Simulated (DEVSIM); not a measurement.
# abrupt Ge n-p junction

Device: abrupt Ge n-p junction, at 300 K.

| layer (left to right) | material | thickness (μm) | Nd (cm⁻³) | Na (cm⁻³) | τn (s) | τp (s) |
|---|---|---|---|---|---|---|
| 1 | Ge | 1.70 | 9.4e16 | - | 7e-7 | 7e-7 |
| 2 | Ge | 12.0 | - | 1.1e14 | 7e-7 | 7e-7 |

Left contact: ohmic. Right contact: ohmic. Voltage is applied to the left contact. Recombination: SRH at mid-gap, Auger. Mobility is μmin + (μ − μmin)/(1 + (N/Nref)^α).

Constants are typed, rounded textbook-type inputs, not results; the design itself was drawn at random and stands for no fabricated device. Values at 300 K.

| parameter | Ge |
|---|---|
| gap (eV) | 0.664 |
| affinity (eV) | 4 |
| permittivity | 16 |
| Nc (cm⁻³) | 1.04e19 |
| Nv (cm⁻³) | 6e18 |
| μn (cm²/Vs) | 3900 |
| μp (cm²/Vs) | 1900 |
| μn,min | 150 |
| μp,min | 100 |
| Nref,n | 2.6e17 |
| Nref,p | 4e17 |
| αn | 0.56 |
| αp | 0.6 |
| Cn (cm⁶/s) | 1e-31 |
| Cp (cm⁶/s) | 1e-31 |

Simulated with DEVSIM: 1D drift-diffusion, Boltzmann statistics, complete ionisation; no tunnelling, impact ionisation, image-force lowering or self-heating.

```
Quantity                                           Result
---------------------------------------------  ----------
Potential step across the device at zero bias     0.261 V
Largest field in the device at zero bias       14000 V/cm
Dark forward voltage at 1 A/cm²                   0.084 V
Dark forward voltage at 100 A/cm²                 0.284 V
```

Dark forward current:

(V (V), J (A/cm²)): (-0.05, -0.30); (-0.10, -1.7); (-0.15, -6.8); (-0.20, -22); (-0.30, -130); (-0.35, -250); (-0.40, -390); (-0.45, -530); (-0.50, -660); (-0.55, -770); (-0.65, -950); (-0.70, -1000); (-0.75, -1100); (-0.80, -1100); (-0.85, -1200); (-0.90, -1300); (-1.00, -1400); (-1.05, -1400); (-1.10, -1400); (-1.15, -1500)

Dark reverse current:

| V (V) | J (A/cm²) |
|---|---|
| 0.40 | 0.070 |
| 1.00 | 0.083 |
| 2.00 | 0.10 |
| 3.00 | 0.13 |
| 4.00 | 0.17 |
| 6.00 | 0.31 |
| 8.00 | 0.88 |
| 10.00 | 3.1 |
| 13.00 | 8.4 |
| 16.00 | 14 |
| 20.00 | 22 |
